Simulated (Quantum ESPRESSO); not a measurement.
Quantum ESPRESSO 7.5, DFT, PBE, plane waves, SSSP 1.1.2 efficiency PBE: bcc Fe (Fe8), 8 atoms, spin-polarised from a ferromagnetic start (nspin = 2, starting_magnetization 0.3 on Fe). Basis and mesh were picked for this test and aren't claimed converged.

| Quantity | Value |
|---|---|
| cell | 4.96, 4.96, 4.96 Å; 109.5, 109.5, 109.5° |
| task | scf |
| k mesh | 3×3×3 |
| ecutwfc | 45 Ry |
| ecutrho | 360 Ry |
| occupations | smearing |
| smearing | mv |
| degauss | 0.02 Ry |
| conv_thr | 8e-09 Ry |
| tprnfor | true |
| tstress | false |
| k-point pools (-nk) | 8 |
| diagonalization | david (default) |
| k-points computed (for each spin) | 4 |
| bands | 77 |
| electrons | 128 |
| G-vectors of the density | 73093 |
| FFT grid | 60×60×60 |
| symmetry operations | 48 |

Settings of this run: mixing_mode = plain, mixing_beta = 0.7, mixing_ndim = 2; 8 ranks.

| SCF iteration | band solver's avg # of iterations (first pass) | estimated scf accuracy (Ry) |
|---|---|---|
| 1 | 2.0 | 0.83755068 |
| 2 | 2.0 | 0.20734954 |
| 3 | 3.9 | 0.48438090 |
| 4 | 5.5 | 3.08993340 |
| 5 | 3.5 | 0.06467452 |
| 6 | 1.9 | 0.02409300 |
| 7 | 4.2 | 0.38801318 |
| 8 | 4.5 | 0.03969329 |
| 9 | 4.1 | 0.22603162 |
| 10 | 2.2 | 0.00670037 |
| 11 | 4.0 | 0.10696078 |
| 12 | 5.4 | 0.10366491 |
| 13 | 5.6 | 0.23239247 |
| 14 | 4.0 | 0.01219492 |
| … | … | … |
| 51 | 13.6 | 119.86869392 |
| 52 | 13.5 | 23.85688367 |
| 53 | 18.8 | 204.87210986 |
| 54 | 16.0 | 62.23641308 |
| 55 | 11.2 | 40.36735933 |
| 56 | 16.9 | 126.21957359 |
| 57 | 13.9 | 49.64206880 |
| 58 | 10.1 | 25.74818272 |
| … | … | … |
| 93 | 2.0 | 0.00636856 |
| 94 | 5.6 | 0.23987959 |
| 95 | 5.0 | 0.00377434 |
| 96 | 4.5 | 0.11255169 |
| 97 | 4.6 | 0.00210312 |
| 98 | 3.2 | 0.00875029 |
| 99 | 2.2 | 0.00054957 |
| 100 | 3.6 | 0.00355837 |

It was not converged after the 100 iterations allowed.

Problem. What should be changed so that self-consistency is reached?

Solution. This is not unique; one that fits is mixing_ndim = 8 (default) (15 SCF iterations) or mixing_ndim = 16 (15 SCF iterations) or mixing_ndim = 4 (17 SCF iterations), all else kept. Counts are of single runs.
